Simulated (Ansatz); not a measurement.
Take Al in the fcc (Cu type) structure (space group Fm-3m, No. 225; a = 3.9839 Å; relaxed with 0.1 eV smearing) as the base. Axes: x, y, z lie along the cube axes.

Method: LDA, PAW, 420 eV (Ansatz, a first-principles code; without spin-orbit coupling).

Modification: biaxial strain +0.42 %, plane normal [111], relaxed out of plane (Cartesian); in-plane vectors clamped, the third vector and the atoms free.

### Question
How does this affect the in-plane stress?

### Answer
The mean in-plane stress (compression positive) amounts to -0.5 GPa.

Stability against distortions was not tested.
